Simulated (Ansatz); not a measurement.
Alloy series in SnO2

The reference is SnO2 in the rutile structure (space group P4_2/mnm, No. 136; a = 4.7599 Å, c = 3.2008 Å).

The other end (x = 1) is SiO2 in the rutile structure (space group P4_2/mnm, No. 136): 7.79 Å³/atom, gap 6.51 eV.

Si replaces a fraction x of Sn; each row is one arrangement (x, atoms in the cell, starting space group or random), fully relaxed.

Method: plane-wave PAW DFT at the r2SCAN level (Ansatz, a quantum-chemistry and plane-wave program, 500 eV), no spin-orbit coupling.

Notes on the quantities. deviation of the volume from the linear: Vegard-type) interpolation.

```csv
change,mixing energy,band gap,deviation of the volume from the linear
base,–,1.77 eV,–
"x(Si) = 0.25, 12 atoms, C2/m",+78 meV/atom,[?],[?]
"x(Si) = 0.25, 12 atoms, Cmmm",+78 meV/atom,2.11 eV,-0.9 %
"x(Si) = 0.5, 12 atoms, Pmn2_1",+152 meV/atom,2.88 eV,-0.8 %
"x(Si) = 0.5, 12 atoms, P2_1/c",+101 meV/atom,2.98 eV,-1.8 %
"x(Si) = 0.5, 12 atoms, Pmmm",+0.257 eV/atom,2.63 eV,+1.0 %
"x(Si) = 0.75, 12 atoms, C2/m",+101 meV/atom,4.32 eV,-1.2 %
"x(Si) = 0.75, 12 atoms, Cmmm",+115 meV/atom,4.35 eV,-0.8 %
```

Q: Complete the table.

A: 
- x(Si) = 0.25, 12 atoms, C2/m, band gap: 2.15 eV
- x(Si) = 0.25, 12 atoms, C2/m, deviation of the volume from the linear: -1.1 %

Each cell is one ordered arrangement of few atoms, which overstates ordering effects compared with a random alloy. Whether these cells are dynamically stable was not tested.
